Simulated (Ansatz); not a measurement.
InAlSb2 (P-4m2, No. 115, 4 atoms in the cell; start mp-1228890)

Computed with HSE06 (plane waves, PAW; Ansatz, an electronic-structure program).

Numerical settings: plane-wave cutoff 500 eV, 6×6×4 k mesh (along the axes of the cell as run), gaussian smearing 0.02 eV, scalar-relativistic PAW data made under PBE.

Cell (relaxed at this level):

```yaml
crystal:
  lattice:
    - [4.49256, 0.00000, 0.00000]
    - [0.00000, 4.49256, 0.00000]
    - [0.00000, 0.00000, 6.35143]
  atoms:
    - { symbol: Al, position: [0.00000, 0.00000, 0.00000] }
    - { symbol: In, position: [0.50000, 0.50000, 0.50000] }
    - { symbol: Sb, position: [0.00000, 0.50000, 0.23336] }
    - { symbol: Sb, position: [0.50000, 0.00000, 0.76664] }
```

```yaml
band_gap: 1.20 eV (on the SCF k mesh)
```

Note: the relaxation could not lower the start's symmetry, so the cell can be a saddle point above a distorted one.

Spin–orbit coupling is not included; with these elements it can move the gap by several tenths of an eV or more.

The computed numbers hold no vibrational or temperature effects.

A start named mp-… is a Materials Project structure, which need not be a measured phase.
